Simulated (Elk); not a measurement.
# Worked example: self-consistent single point of AgAu (R-3m, 2 atoms in the cell) in Elk

Computed with PBEsol, all-electron FP-LAPW, Elk's shipped species files, APW+lo basis with extra local orbitals (Elk 10.2.4).

Input as run:

```
tasks
  0

xctype
  22

rgkmax
  8.0

gmaxvr
  16.0

nxlo
  2

lorbcnd
  .true.

rmtscf
  0.91

lmaxi
  2

stype
  3

swidth
  0.00367493

avec
    2.6977047786    1.5575200768    8.7554583832
   -2.6977047786    1.5575200768    8.7554583832
    0.0000000000   -3.1150416635    8.7554581146

atoms
  2   : nspecies
  'Ag.in'   : spfname
  1   : natoms; atposl, bfcmt below
  0.0000000000  0.0000000000  0.0000000000    0.0 0.0 0.0
  'Au.in'   : spfname
  1   : natoms; atposl, bfcmt below
  0.5000000000  0.5000000000  0.5000000000    0.0 0.0 0.0

ngridk
  9 9 9
```

Log, with long lists cut:

```
│ Elk code version 10.2.4 │

All units are atomic (Hartree, Bohr, etc.)

│ Ground-state run starting from atomic densities │

Lattice vectors :
   2.697704779       1.557520077       8.755458383
  -2.697704779       1.557520077       8.755458383
   0.000000000      -3.115041664       8.755458115

Unit cell volume      :    220.7284680
Brillouin zone volume :    1.123779890

Muffin-tin inner radius fraction :   0.1000000000E-01

Nuclei treated as point charges

Species :    1 (Ag)
 parameters loaded from : Ag.in
 name : silver
 nuclear charge    :   -47.00000000
 electronic charge :    47.00000000
 atomic mass :    196631.6997
 muffin-tin radius :    2.366000000
 number of radial points in muffin-tin :    597
 atomic positions (lattice), magnetic fields (Cartesian) :
   1 :   0.00000000  0.00000000  0.00000000    0.00000000  0.00000000  0.00000000

Species :    2 (Au)
 parameters loaded from : Au.in
 name : gold
 nuclear charge    :   -79.00000000
 electronic charge :    79.00000000
 atomic mass :    359048.0559
 muffin-tin radius :    2.548000000
 number of radial points in muffin-tin :    697
 atomic positions (lattice), magnetic fields (Cartesian) :
   1 :   0.50000000  0.50000000  0.50000000    0.00000000  0.00000000  0.00000000

Total number of atoms per unit cell :    2

Spin treatment :
 spin-unpolarised

Number of Bravais lattice symmetries :   12
Number of crystal symmetries         :   12
Crystal has inversion symmetry
Real symmetric eigensolver will be used

k-point grid :      9     9     9
k-point offset :    0.000000000       0.000000000       0.000000000
k-point set is reduced with full crystal symmetry group
Total number of k-points :       85

Muffin-tin radius times maximum |G+k| :    8.000000000
 using average radius
Maximum |G+k| for APW functions       :    3.256003256
Maximum (1/2)|G+k|²                   :    5.300778602
Maximum |G| for potential and density :    16.00000000
 potential will be trimmed for |G| > 2 gkmax
Constant for pseudocharge density :   10
Radial integration step length :    4

G-vector grid sizes :     48    48    48
Number of G-vectors :    15303

Maximum angular momentum used for
 APW functions                      :    8
 outer part of muffin-tin           :    6
 inner part of muffin-tin           :    2

Total nuclear charge    :   -126.0000000
Total core charge       :    76.00000000
Total valence charge    :    50.00000000
Total excess charge     :    0.000000000
Total electronic charge :    126.0000000

Effective Wigner radius, rₛ :   0.7478245728

Number of empty states         :    8
Total number of valence states :   33
Total number of core states    :   76

Conduction state local-orbitals added automatically
Total number of local-orbitals :  183

Exchange-correlation functional :     22     0     0
 PBEsol, Phys. Rev. Lett. 100, 136406 (2008)
 gradient requirement :    1
 generalised gradient approximation (GGA)

Smearing type :    3
 Fermi-Dirac
Smearing width :   0.3674930000E-02
Effective electronic temperature (K) :    1160.451112

Mixing type :    3
 Broyden mixing, J. Phys. A: Math. Gen. 17, L317 (1984)

Kohn-Sham potential initialised from atomic data

│ Self-consistent loop started │
│ Loop number : 1 │
 total energy                :     -24350.3871976
│ Loop number : 2 │
 total energy                :     -24351.0298593
RMS change in Kohn-Sham potential (target) :   0.1740431211     (  0.1000000000E-05)
Absolute change in total energy (target)   :   0.6426617163     (  0.1000000000E-03)
│ Loop number : 3 │
 total energy                :     -24352.2959975
RMS change in Kohn-Sham potential (target) :   0.1610529993     (  0.1000000000E-05)
Absolute change in total energy (target)   :    1.426803589     (  0.1000000000E-03)
│ Loop number : 4 │
 total energy                :     -24352.6116949
RMS change in Kohn-Sham potential (target) :   0.1500788749     (  0.1000000000E-05)
Absolute change in total energy (target)   :   0.6723983526     (  0.1000000000E-03)
│ Loop number : 5 │
 total energy                :     -24354.6334239
RMS change in Kohn-Sham potential (target) :   0.9426992552E-01 (  0.1000000000E-05)
Absolute change in total energy (target)   :    2.189828554     (  0.1000000000E-03)
│ Loop number : 6 │
 total energy                :     -24356.2710630
RMS change in Kohn-Sham potential (target) :   0.3043999309E-01 (  0.1000000000E-05)
Absolute change in total energy (target)   :    2.185096210     (  0.1000000000E-03)
│ Loop number : 7 │
 total energy                :     -24357.4997097
RMS change in Kohn-Sham potential (target) :   0.1092439711E-02 (  0.1000000000E-05)
Absolute change in total energy (target)   :    1.774920824     (  0.1000000000E-03)
│ Loop number : 8 │
 total energy                :     -24357.5804274
RMS change in Kohn-Sham potential (target) :   0.3826000342E-03 (  0.1000000000E-05)
Absolute change in total energy (target)   :   0.5244479054     (  0.1000000000E-03)
│ Loop number : 9 │
 total energy                :     -24357.5854866
RMS change in Kohn-Sham potential (target) :   0.1210700811E-03 (  0.1000000000E-05)
Absolute change in total energy (target)   :   0.1361711107     (  0.1000000000E-03)
│ Loop number : 10 │
 total energy                :     -24357.5743909
RMS change in Kohn-Sham potential (target) :   0.8203417448E-04 (  0.1000000000E-05)
Absolute change in total energy (target)   :   0.2294709191E-01 (  0.1000000000E-03)
│ Loop number : 11 │
 total energy                :     -24357.5672715
RMS change in Kohn-Sham potential (target) :   0.8899734251E-05 (  0.1000000000E-05)
Absolute change in total energy (target)   :   0.1382657887E-02 (  0.1000000000E-03)
│ Loop number : 12 │
 total energy                :     -24357.5664098
RMS change in Kohn-Sham potential (target) :   0.2578181410E-05 (  0.1000000000E-05)
Absolute change in total energy (target)   :   0.1207306930E-02 (  0.1000000000E-03)
│ Loop number : 13 │
 total energy                :     -24357.5661478
RMS change in Kohn-Sham potential (target) :   0.1284507955E-05 (  0.1000000000E-05)
Absolute change in total energy (target)   :   0.5638206931E-03 (  0.1000000000E-03)
│ Loop number : 14 │
 total energy                :     -24357.5662435
RMS change in Kohn-Sham potential (target) :   0.4089359547E-06 (  0.1000000000E-05)
Absolute change in total energy (target)   :   0.4532909225E-04 (  0.1000000000E-03)
Convergence targets achieved

│ Loop number : 15 │

Energies :
 Fermi                       :     0.349091311963
 sum of eigenvalues          :     -14887.5795228
 electron kinetic            :      27439.5674587
 core electron kinetic       :      26358.4267256
 Coulomb                     :     -51289.8459988
 Coulomb potential           :     -41659.4534028
 nuclear-nuclear             :     -1947.87601765
 electron-nuclear            :     -57024.4865594
 Hartree                     :      7682.51657827
 Madelung                    :     -30460.1192973
 xc potential                :     -667.693578634
 exchange                    :     -499.031144116
 correlation                 :     -8.25609986800
 electron entropic           :    -0.410846125421E-03
 total energy                :     -24357.5661949

Density of states at Fermi energy :    8.831788659
 (states/Hartree/unit cell)

Estimated indirect band gap :   0.8390843873E-02
 from k-point     35 to k-point     74
Estimated direct band gap   :   0.1920442442E-01
 at k-point     74

Charges :
 core                        :    76.00000000
 valence                     :    50.00000000
 interstitial                :    2.927128178
 muffin-tins (core leakage)
  species :    1 (Ag)
   atom    1                 :    45.44668074     (  0.1403181571E-07)
  species :    2 (Au)
   atom    1                 :    77.62619108     (  0.3836978488E-03)
 total in muffin-tins        :    123.0728718
 total calculated charge     :    125.9965487
 total charge                :    126.0000000
 error                       :   0.3451303836E-02

│ Self-consistent loop stopped │
```

The run converged in 15 iterations. The count includes the last loop, which Elk runs after its targets are met.

The starting cell comes from a database of computed structures (which also holds hypothetical and non-ambient phases and stackings), without a prior relaxation at this level. Its lattice was rescaled by a random factor within 2.5 % of one. Spin-orbit coupling is off. Values depend on the basis (sphere radii, cutoffs, local orbitals), which need not be converged. The log's line on a gap gives a spacing of levels on this mesh, which the program prints for metals too.
